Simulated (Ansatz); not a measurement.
System: ZnS (P3m1, No. 156, 40 atoms in the cell; start mp-557062; a measured phase of this formula has another space group). Method: r²SCAN in Ansatz (plane waves, PAW).

Settings: plane-wave cutoff 560 eV, 12×12×1 k mesh (along the axes of the cell as run), Fermi–Dirac smearing 0.01 eV, scalar-relativistic PAW data made under PBE.

Cell (relaxed at this level):

```
ZnS
1.0
    3.80917     0.00000     0.00000
   -1.90458     3.29884     0.00000
    0.00000     0.00000    62.29494
Zn S
20 20
Direct
  0.33333   0.66667   0.95002
  0.00000   0.00000   0.14999
  0.66667   0.33333   0.40000
  0.66667   0.33333   0.90008
  0.00000   0.00000   0.85004
  0.66667   0.33333   0.69995
  0.66667   0.33333   0.10003
  0.66667   0.33333   0.55001
  0.00000   0.00000   0.65000
  0.33333   0.66667   0.05009
  0.00000   0.00000   0.00005
  0.00000   0.00000   0.45004
  0.33333   0.66667   0.19995
  0.33333   0.66667   0.30002
  0.33333   0.66667   0.49998
  0.00000   0.00000   0.34996
  0.66667   0.33333   0.24998
  0.33333   0.66667   0.60005
  0.66667   0.33333   0.80002
  0.33333   0.66667   0.74998
  0.66667   0.33333   0.58754
  0.66667   0.33333   0.13750
  0.33333   0.66667   0.63750
  0.66667   0.33333   0.83746
  0.33333   0.66667   0.33747
  0.33333   0.66667   0.98748
  0.33333   0.66667   0.08754
  0.33333   0.66667   0.23741
  0.66667   0.33333   0.73741
  0.66667   0.33333   0.93753
  0.00000   0.00000   0.88756
  0.66667   0.33333   0.43752
  0.66667   0.33333   0.28751
  0.00000   0.00000   0.48749
  0.33333   0.66667   0.78751
  0.00000   0.00000   0.38742
  0.00000   0.00000   0.03757
  0.00000   0.00000   0.18746
  0.33333   0.66667   0.53744
  0.00000   0.00000   0.68746
```

Task: Give the computed band gap.

Result: 
band gap: 2.73 eV (on the SCF k mesh)

Note: the relaxation could not lower the start's symmetry, so the cell can be a saddle point above a distorted one.

The computed numbers hold no vibrational or temperature effects.

Computing time: around 110 core-minutes (rough).

A start named mp-… is a Materials Project structure, which need not be a measured phase.

Ansatz is a first-principles code.
